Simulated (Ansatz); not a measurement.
The starting structures come from a database of crystals and need not be the phases stable at ambient conditions.

Inside the gap of an insulator the Bloch states are evanescent, with a wavenumber k + iκ along the transport direction.

```
CELL_PARAMETERS angstrom
      6.55153     0.00000     0.00000
      3.27576    10.33902     0.00000
      3.27576    -1.03788     3.10700
ATOMIC_POSITIONS crystal
  Ba 0.35951 0.64049 0.14049
  Ba 0.14049 0.35951 0.85951
  Cd 0.50000 0.00000 0.00000
  Cd 0.00000 0.00000 0.00000
  Sb 0.81539 0.18461 0.68461
  Sb 0.68461 0.81539 0.31539
  F  0.00000 0.50000 0.50000
  F  0.50000 0.50000 0.50000
```

Space group of this cell: P4/nmm. The cell is taken as given.

Transport runs along the normal of the first two printed cell vectors, the (111) plane of the conventional cell.

The gap is the functional's own. No spin-orbit coupling. Mid-gap values are interpolated on the energy grid.

Q: Give the band gap and the smallest decay constant κ at mid-gap that r2SCAN (Ansatz, a first-principles code) yields.

A: Gap 0.55 eV on a 10×10×10 mesh; κ = 0.098 1/Å, at the zone centre.
